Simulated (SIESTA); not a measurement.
A self-consistent single point of Tl3VSe4 (I-43m, 8 atoms in the cell) with SIESTA.

Level of theory: LDA PW92+U, numerical atomic orbitals DZP, PseudoDojo LDA standard norm-conserving potentials (rewritten from UPF to PSML) in SIESTA.

```
CELL_PARAMETERS angstrom
     -3.91937     3.91937     3.91937
      3.91937    -3.91937     3.91937
      3.91937     3.91937    -3.91937
ATOMIC_POSITIONS crystal
  V  0.00000 0.00000 0.00000
  Tl 0.50000 0.50000 0.00000
  Tl 0.00000 0.50000 0.50000
  Tl 0.50000 0.00000 0.50000
  Se 0.66378 0.66378 0.66378
  Se 0.33622 0.00000 0.00000
  Se 0.00000 0.00000 0.33622
  Se 0.00000 0.33622 0.00000
```

Reference input (self-consistent single point, DFT, LDA PW92, numerical atomic orbitals DZP, PseudoDojo LDA standard norm-conserving potentials (rewritten from UPF to PSML)): XC.functional = LDA; XC.authors = PW92; potentials = PseudoDojo LDA standard; PAO.BasisSize = DZP; PAO.EnergyShift = 0.005 Ry; MeshCutoff = 350 Ry; kgrid.MonkhorstPack = 3 3 3; OccupationFunction = FD; ElectronicTemperature = 10 meV; MaxSCFIterations = 150; SCF.Mixer.Method = Broyden; SCF.Mixer.Weight = 0.25. This run's input differs from it in these lines:

```diff
@@ -41,2 +41,11 @@
 ElectronicTemperature        10.0 meV
+DFTU.ProjectorGenerationMethod 2
+DFTU.CutoffNorm              0.9
+DFTU.FirstIteration          true
+%block DFTU.proj
+  V 1
+  n=3 2
+  2.00 0.00
+  0.00 0.00
+%endblock DFTU.proj
```

The program printed (abridged):

```
        iscf     Eharris(eV)        E_KS(eV)     FreeEng(eV)     dDmax    Ef(eV) dHmax(eV)
   scf:    1   -20125.335756   -20138.872402   -20138.872402  1.409089 -4.938527 15.981127
   scf:    2   -20015.159987   -20111.170694   -20111.170694  0.736029 -5.532240 36.249301
   scf:    3   -20144.508098   -20146.405698   -20146.405698  0.592483 -4.642175  2.753585
   scf:    4   -20146.481431   -20146.758423   -20146.758423  0.058289 -5.058182  1.716471
   scf:    5   -20145.920612   -20146.586579   -20146.586579  0.095308 -4.918171  2.857747
   scf:    6   -20146.840982   -20146.850009   -20146.850009  0.038436 -5.116553  0.161265
   [... lines left out ...]
hubbard_term: recalculating local occupations   15
hubbard_term: maximum change in local occup.    0.000175
   scf:   20   -20146.677092   -20146.677091   -20146.677091  0.000092 -4.956695  0.001581
hubbard_term: recalculating local occupations   16
hubbard_term: maximum change in local occup.    0.000206
   scf:   21   -20146.677075   -20146.677075   -20146.677075  0.000063 -4.956859  0.001078
hubbard_term: recalculating local occupations   17
hubbard_term: maximum change in local occup.    0.000229
   scf:   22   -20146.677064   -20146.677064   -20146.677064  0.000046 -4.956957  0.000759
SCF Convergence by DM+H criterion
max |DM_out - DM_in|         :     0.0000457501
max |H_out - H_in|      (eV) :     0.0007587979
DFT+U population converged by dTol_pop criteria:
max |pop(DFT+U)_i - pop(DFT+U)_j|:     0.0002289198
SCF cycle converged after 22 iterations

Using DM_out to compute the final energy and forces
hubbard_term: recalculating local occupations   18
hubbard_term: maximum change in local occup.    0.000229
hubbard_term: recalculating Hamiltonian and forces

siesta: E_KS(eV) =           -20146.6771

siesta: E_KS - E_eggbox =    -20146.6771

siesta: Atomic forces (eV/Ang):
     1    0.000000    0.000000    0.000000
     2    0.000000    0.000000   -0.000000
     3    0.000000    0.000000    0.000000
     4   -0.000000   -0.000000   -0.000000
     5   -0.200416   -0.200416   -0.200416
   [... lines left out ...]
siesta: FreeEng =    -20146.677129
   [... lines left out ...]
siesta:     0.012609   -0.000000   -0.000000
siesta:    -0.000000    0.012609    0.000000
siesta:    -0.000000    0.000000    0.012609

siesta: Cell volume =        240.829001 Ang**3

siesta: Pressure (static):
siesta:                Solid            Molecule  Units
siesta:          -0.00013733         -0.00014958  Ry/Bohr**3
siesta:          -0.01260878         -0.01373367  eV/Ang**3
siesta:         -20.20149803        -22.00376078  kBar
```

The run converged in 22 iterations. Against the reference run the pressure goes from -2.28 to -2.02 GPa, the largest force goes from 0.255 to 0.347 eV/Å and the gap on the mesh goes from 1.844 to 1.931 eV.

The starting cell comes from a database of computed structures (which also holds hypothetical and non-ambient phases and stackings), without a prior relaxation at this level. Spin-orbit coupling is off. Spin polarisation is off. The U value is a test value, and with U on an open shell several self-consistent states can exist. Values carry the incompleteness of an atom-centred basis.

Cost on one core of a shared machine: roughly 3 min.
